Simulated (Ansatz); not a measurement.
**Effect of pressure 1.8 GPa on MgSe**

Start from MgSe in the rock salt structure (space group Fm-3m, No. 225; a = 5.4498 Å).

The change: a hydrostatic pressure of 1.8 GPa.

Method: PBEsol in Ansatz (plane waves to 420 eV, PAW, no spin-orbit coupling). k-mesh 10×10×10 (Γ-centred); smearing 0.05 eV (Fermi–Dirac).

The volume per atom shrinks by 0.53 Å³ (20.23 Å³ → 19.70 Å³) and the density rises by 0.11 g/cm³ (4.24 g/cm³ → 4.35 g/cm³). The lattice parameter a drops by 0.048 Å (5.450 Å → 5.402 Å) and the shortest interatomic distance drops by 0.024 Å to 2.701 Å. The enthalpy H = E + PV relative to the base's energy comes out as +0.22 eV/atom and the band gap increases by 0.04 eV, from 1.78 eV to 1.82 eV. The gap character is still indirect, Γ → X and the smallest direct gap goes up by 0.18 eV to 2.68 eV. The mean gap deformation potential ΔEg/Δln V is -1.6 eV and the electron mass is still 0.49 mₑ along k, 0.23 mₑ across (at X). The hole mass (degenerate bands, along [100]) goes from 0.16, 0.77, 0.77 mₑ (at Γ) to 0.17, 0.75, 0.75 mₑ (at Γ) and the valley order (the lowest conduction-band minima on the path, energy above the VBM, named in the base's zone) goes from X along ⟨100⟩ 1.78 eV; Γ 2.50 eV to X along ⟨100⟩ 1.82 eV; Γ 2.68 eV.

Final structure:

```yaml
crystal:
  lattice:
    - [0.00000, 2.70100, 2.70100]
    - [2.70100, 0.00000, 2.70100]
    - [2.70100, 2.70100, 0.00000]
  atoms:
    - { symbol: Se, position: [0.00000, 0.00000, 0.00000] }
    - { symbol: Mg, position: [0.50000, 0.50000, 0.50000] }
```

Load acts through the strain it causes; cell and atoms are relaxed under it. Masses are band curvatures over ±0.01 Å⁻¹ around the edge. Along k means along the line from Γ to the band edge. Whether these cells are dynamically stable was not tested.

Ansatz is a program for electronic structure.
